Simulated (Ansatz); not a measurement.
Given:

```
CELL_PARAMETERS angstrom
      5.53279     0.00000     0.00000
     -2.76640     4.79154     0.00000
      0.00000     0.00000     6.89030
ATOMIC_POSITIONS crystal
  P  0.33333 0.66667 0.21438
  P  0.66667 0.33333 0.78562
  Ba 0.00000 0.00000 0.00000
  Ba 0.33333 0.66667 0.70105
  Ba 0.66667 0.33333 0.29895
```

No spin polarisation.

Computed with PBEsol (Ansatz, an electronic-structure program, PAW, no SOC). k-mesh 7×7×5 (Γ-centred); smearing 0.05 eV (Fermi–Dirac).

**Question.** What band gap does the calculation give?

**Answer.** 0.25 eV.

**Question.** Predict the hole mass.

**Answer.** 0.16 mₑ along c, 0.72 mₑ across (at Γ).

**Question.** What electron mass does the calculation give?

**Answer.** 0.34 mₑ along c, 0.39 mₑ across (at K).

**Question.** Estimate the gap character.

**Answer.** Indirect, Γ → K.

The cells carry an imposed strain or load. Masses are band curvatures over ±0.01 Å⁻¹ around the edge. Stability against distortions was not tested. The cell was made from Ba3P2 (space group P-3m1, No. 164; a hypothetical phase, not in the database extracts checked) by this change: isotropic strain +2.44 %. A zero or small gap of Ba3P2 can be the functional's error rather than a property of the material.
